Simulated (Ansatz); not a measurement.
Reference: AlAs (F-43m), PBEsol with spin-orbit coupling, rigid bands (plane waves, PAW; Ansatz, a quantum-chemistry and plane-wave program); axes and stresses refer to this cell.

```yaml
crystal:
  lattice:
    - [0.00000, 2.83740, 2.83740]
    - [2.83740, 0.00000, 2.83740]
    - [2.83740, 2.83740, 0.00000]
  atoms:
    - { symbol: Al, position: [0.00000, 0.00000, 0.00000] }
    - { symbol: As, position: [0.75000, 0.75000, 0.75000] }
```

electron conductivity mass: 0.33 mₑ
band gap: 1.25 eV
hole conductivity mass: 0.59 mₑ

**Question.** After one change the values are electron conductivity mass 0.35 mₑ; band gap 1.08 eV; hole conductivity mass 0.42 mₑ. Name the change that produced these shifts.
A. biaxial stress xx = yy = -2 GPa (compression positive)
B. biaxial stress xx = yy = -1 GPa (compression positive)
C. biaxial stress xx = yy = 2 GPa (compression positive)
D. biaxial stress xx = yy = 1 GPa (compression positive)

**Answer.** A, biaxial stress xx = yy = -2 GPa (compression positive)

Masses are for dilute carriers at 300 K, harmonic means over directions unless an axis is named. Stresses and pressures are the targets of the relaxation.  The structure type is held under load, also where the real crystal would transform.
